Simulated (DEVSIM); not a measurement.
System: abrupt Si p-n junction, at 300 K.

Layer 1 from the left is Si, thickness (μm) 0.560, Na (cm⁻³) 4.8e15, τn (s) 1.5e-5, τp (s) 1.5e-5. Layer 2 from the left is Si, thickness (μm) 11.0, Nd (cm⁻³) 8.1e14, τn (s) 1.5e-5, τp (s) 1.5e-5.

Left contact: ohmic. Right contact: ohmic. Voltage is applied to the left contact. Recombination: SRH at mid-gap, radiative. Mobility is μmin + (μ − μmin)/(1 + (N/Nref)^α).

The device is made up for the run: typed textbook-type constants, with dimensions and the other settings drawn at random. Values at 300 K.

Si: gap (eV) 1.124, affinity (eV) 4.05, permittivity 11.7, Nc (cm⁻³) 2.86e19, Nv (cm⁻³) 3.1e19, μn (cm²/Vs) 1417, μp (cm²/Vs) 470, μn,min 52, μp,min 45, Nref,n 9.7e16, Nref,p 2.2e17, αn 0.68, αp 0.72, B (cm³/s) 4.7e-15.

Q: Estimate by hand the built-in potential, the peak field at zero bias, the capacitance at -1.5 V, and compare with a numerical solution.

A: 
- Built-in potential: ni = √(Nc Nv) exp(−Eg/2kT) = 1.08e10 cm⁻³ with Eg = 1.124 eV; Vbi = kT/q ln(Na Nd/ni²) = 0.626 V; numerical 0.626 V.
- Peak field at zero bias: depletion approximation: W = √(2εVbi/(qN)) = 1.08 μm with N = 6.93e14 cm⁻³; field = 2Vbi/W = 11600 V/cm; numerical 11100 V/cm (estimate above by 4.2 %).
- Capacitance at -1.5 V: C = √(qεN / 2(Vbi + |V|)) = 5.20 nF/cm²; numerical 5.26 nF/cm² (estimate below by 1.2 %).

Simulated with DEVSIM: 1D drift-diffusion, Boltzmann statistics, complete ionisation; no tunnelling, impact ionisation, image-force lowering or self-heating.
